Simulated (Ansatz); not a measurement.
PBE against r2SCAN: Cu2O, holes 2.0×10^21 cm⁻³

The reference is Cu2O (space group Pn-3m, No. 224; a = 4.299 Å).

(Cell as relaxed with PBE.)

Levels (all Ansatz, an electronic-structure program, PAW, earlier PAW set): PBE (420 eV, no SOC); r2SCAN (500 eV, spin-orbit coupling left out).

Each level relaxes its own structure.

```
base                      PBE    r2SCAN
-------------------  --------  --------
volume per atom      13.24 Å³  12.74 Å³
lattice parameter a   4.299 Å   4.244 Å
band gap              0.47 eV   0.79 eV
```

Perturbation: holes 2.0×10^21 cm⁻³, on a uniform background at fixed cell.

```json
[
 {"quantity": "gap between the host's bands", "PBE": "0.48 eV", "r2SCAN": "0.80 eV"},
 {"quantity": "gap character", "PBE": "direct at Γ", "r2SCAN": "direct at Γ"},
 {"quantity": "shift of the gap caused by the change", "PBE": "+0.01 eV", "r2SCAN": "+0.01 eV"}
]
```

PBE's gap between the host's bands lies 0.32 eV below r2SCAN's; the two agree on the gap character and shift of the gap caused by the change. Neither level is exact; r2SCAN is the comparison here, not a measurement.

Carriers are added with a uniform compensating background; total energy and stress of such cells depend on the potential's zero and are not compared; many-body gap narrowing is missing at this level. No phonon test of stability was made. No Hubbard U is applied. All final runs are without spin polarisation.
